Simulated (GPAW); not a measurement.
GPAW run on GaFe3 (Pm-3m, 4 atoms in the cell): self-consistent single point.

Level of theory: PBEsol, GPAW PAW datasets PBEsol (made by gpaw-setup) (plane waves; GPAW).

```
CELL_PARAMETERS angstrom
      3.67900     0.00000     0.00000
      0.00000     3.67900     0.00000
      0.00000     0.00000     3.67900
ATOMIC_POSITIONS crystal
  Fe 0.00000 0.50000 0.50000
  Fe 0.50000 0.00000 0.50000
  Fe 0.50000 0.50000 0.00000
  Ga 0.00000 0.00000 0.00000
```
Moments meant for the start (each program seeds them in its own way; μB, in the order of the atoms Fe Fe Fe Ga): 4.0 4.0 4.0 0.0.

Reference input (self-consistent single point, DFT PBEsol, plane waves, GPAW PAW datasets PBEsol (made by gpaw-setup)): spinpol = true; mode = pw; ecut = 850 eV; xc = PBEsol; kpts = 6 6 6; mesh shift (steps) = 0 0 0; occupations.name = methfessel-paxton; occupations.width = 0.2 eV; occupations.order = 1; nbands = -12; symmetry.symmorphic = false; symmetry.tolerance = 0.0005. This run's input differs from it in these lines:

```diff
@@ -20,3 +20,3 @@
             kpts={'size': (6, 6, 6), 'gamma': True},
-            occupations={'name': 'methfessel-paxton', 'width': 0.2, 'order': 1},
+            occupations={'name': 'methfessel-paxton', 'width': 0.2, 'order': 0},
             nbands=-12,
```

Output (repeated stretches shortened):

```
     iter     time        total  log10-change:  magmom
                         energy   eigst   dens
iter:   1 --:--:--   -31.651927                   +12.0247
iter:   2 --:--:--   -32.721262   -1.13  -1.35    +9.2347
iter:   3 --:--:--   -32.951482   -1.91  -1.35    +6.6485
iter:   4 --:--:--   -32.965056   -1.79  -1.45    +7.0132
iter:   5 --:--:--   -32.963487   -2.77  -1.82    +7.0114
iter:   6 --:--:--   -32.952661c  -2.98  -1.84    +6.9910
iter:   7 --:--:--   -32.954841c  -3.54  -2.09    +6.9879
iter:   8 --:--:--   -32.951304c  -3.24  -2.18    +6.9826
iter:   9 --:--:--   -32.951302c  -4.39  -2.96    +6.9824
iter:  10 --:--:--   -32.951380c  -4.65  -2.97    +6.9806
iter:  11 --:--:--   -32.951240c  -5.33  -3.08    +6.9793
iter:  12 --:--:--   -32.951229c  -6.06  -3.94    +6.9782
iter:  13 --:--:--   -32.951230c  -6.61  -3.95    +6.9776
iter:  14 --:--:--   -32.951221c  -6.43  -3.69    +6.9776
iter:  15 --:--:--   -32.951220c  -7.93c -3.94    +6.9775
iter:  16 --:--:--   -32.951221c  -7.87c -3.94    +6.9775
iter:  17 --:--:--   -32.951221c  -8.59c -3.94    +6.9775
iter:  18 --:--:--   -32.951221c  -8.01c -3.95    +6.9776
iter:  19 --:--:--   -32.951224c  -7.31  -3.99    +6.9776
iter:  20 --:--:--   -32.951227c  -7.45c -4.25c   +6.9776
Converged after 20 iterations.

Dipole moment: (-0.000000, -0.000000, -0.000000) |e|*Ang

Total magnetic moment: (0.000000, 0.000000, 6.977616)
Local magnetic moments:
   0 Fe ( 0.000000,  0.000000,  2.348231)
   1 Fe ( 0.000000,  0.000000,  2.348231)
   2 Fe ( 0.000000,  0.000000,  2.348231)
   3 Ga ( 0.000000,  0.000000, -0.112003)

Energy contributions relative to reference atoms: (reference = -156605.884195)

Kinetic:        +37.183715
Potential:      -30.299529
External:        +0.000000
XC:             -40.066337
Entropy (-ST):   -0.035908
Local:           +0.248878
SIC:             +0.000000
--------------------------
Free energy:    -32.969181
Extrapolated:   -32.951227

Spin contamination: 0.245219 electrons
Showing only first 2 kpts
                      Up                     Down
   [... lines left out ...]
Fermi level: 9.35905
No gap
   [... lines left out ...]
Energy (eV): -32.951227

Forces in eV/Ang:
  0 Fe   -0.00000    0.00000    0.00000
  1 Fe    0.00000   -0.00000    0.00000
  2 Fe    0.00000    0.00000    0.00000
  3 Ga   -0.00000   -0.00000   -0.00000

Stress tensor:
     0.057120     0.000000     0.000000
     0.000000     0.057120     0.000000
     0.000000     0.000000     0.057120
Stress (GPa, Voigt): [9.1517 9.1517 9.1517 0.     0.     0.    ]
```

The run converged in 20 iterations. GPAW prints stress with tension positive. Against the reference run the free energy drops by 4.5 meV/atom, the pressure goes from -8.96 to -9.15 GPa and the size of the net moment hardly changes (1.76 to 1.74 μB/atom).

The starting cell comes from a database of published, mostly measured structures (it also holds non-ambient and calculated ones), without a prior relaxation at this level. The magnetic order is the one reached from the typed start; others were not searched systematically. With a pressure of about -9 GPa the cell is away from its equilibrium volume at this level.

Cost on one core of a shared machine: roughly 80 s.
